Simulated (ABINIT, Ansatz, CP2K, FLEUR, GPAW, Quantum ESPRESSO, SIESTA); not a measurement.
## Code comparison for HfO2 (P4_2/nmc, 6 atoms in the cell)

Self-consistent single point.

```
CELL_PARAMETERS angstrom
      3.53347     0.00000     0.00000
      0.00000     3.53347     0.00000
      0.00000     0.00000     5.13617
ATOMIC_POSITIONS crystal
  Hf 0.50000 0.50000 0.50000
  Hf 0.00000 0.00000 0.00000
  O  0.00000 0.50000 0.69721
  O  0.00000 0.50000 0.19721
  O  0.50000 0.00000 0.80279
  O  0.50000 0.00000 0.30279
```

Shared settings, as Ansatz (a first-principles code) writes them: kpoints.mp_grid.grid = 8 8 5; scf.occupations.method = fermi_dirac; scf.occupations.width = 0.01 eV. Potentials and cutoffs stand in the table.

```json
[
 {"code": "GPAW", "model": "PBEsol, GPAW PAW datasets PBEsol (made by gpaw-setup)", "pressure (GPa)": "–", "largest force (eV/Å)": "0.336", "gap on the mesh (eV)": "4.719", "cutoff": "900 eV"},
 {"code": "CP2K", "model": "PBEsol, GPW, DZVP-MOLOPT-SR-GTH basis, GTH-PBE potentials (GTH_POTENTIALS)", "pressure (GPa)": "1.42", "largest force (eV/Å)": "0.023", "gap on the mesh (eV)": "4.787", "cutoff": "grid 500 Ry"},
 {"code": "Quantum ESPRESSO", "model": "PBEsol, GBRV 1.5 ultrasoft (PBESOL) pseudopotentials", "pressure (GPa)": "5.42", "largest force (eV/Å)": "0.218", "gap on the mesh (eV)": "4.760", "cutoff": "40 Ry"},
 {"code": "Ansatz", "model": "PBEsol, default PAW files made with PBE", "pressure (GPa)": "6.73", "largest force (eV/Å)": "0.211", "gap on the mesh (eV)": "4.729", "cutoff": "420 eV"},
 {"code": "SIESTA", "model": "GGA PBEsol, numerical atomic orbitals TZP, PseudoDojo PBEsol standard norm-conserving potentials (rewritten from UPF to PSML)", "pressure (GPa)": "5.64", "largest force (eV/Å)": "0.281", "gap on the mesh (eV)": "4.577", "cutoff": "grid 350 Ry"},
 {"code": "FLEUR", "model": "PBEsol, all-electron FLAPW (FLEUR), scalar-relativistic valence", "pressure (GPa)": "–", "largest force (eV/Å)": "0.201", "gap on the mesh (eV)": "4.774", "cutoff": "Kmax 4.6 1/bohr"},
 {"code": "ABINIT", "model": "PBEsol, norm-conserving pseudopotentials (PseudoDojo nc-sr-04 PBEsol standard)", "pressure (GPa)": "4.12", "largest force (eV/Å)": "0.117", "gap on the mesh (eV)": "4.771", "cutoff": "42 Ha"}
]
```

A dash marks a value that a program does not give, or that is left out as unsure.

Gaps are read on the mesh.

On Ansatz's run: spin-orbit coupling is off.

The spread over the programs that give each value: pressure within 5.31 GPa; largest force within 0.313 eV/Å; gap on the mesh within 0.210 eV.

CP2K and SIESTA use small atom-centred bases, whose incompleteness enters pressures, forces and empty levels differently from a plane-wave cutoff. FLEUR treats all electrons, but the usual bases taken here (sphere radii, linearisation, local orbitals, empty states) were not tested for convergence, so the values are no reference for the others. Ansatz's pressure is given at a fixed set of plane waves, as the other plane-wave codes print theirs; with its correction for the finite basis it is 7.59 GPa (the shift of 0.85 GPa shows how far the cutoff is from converged). The pressure of GPAW is left out: its cutoff lies under the one at which its stress was checked. In the gap, SIESTA (by 0.167) lies more than 0.12 eV from the median of the plane-wave programs. In the force vectors, GPAW (by 0.122), CP2K (by 0.191) and ABINIT (by 0.097) lie more than 0.08 eV/Å from the median of the plane-wave programs.

The starting cell comes from a database of computed structures (which also holds hypothetical and non-ambient phases and stackings), without a prior relaxation at this level. Its lattice was rescaled by a random factor within 2.5 % of one.

Keys are those of Ansatz 0.2.
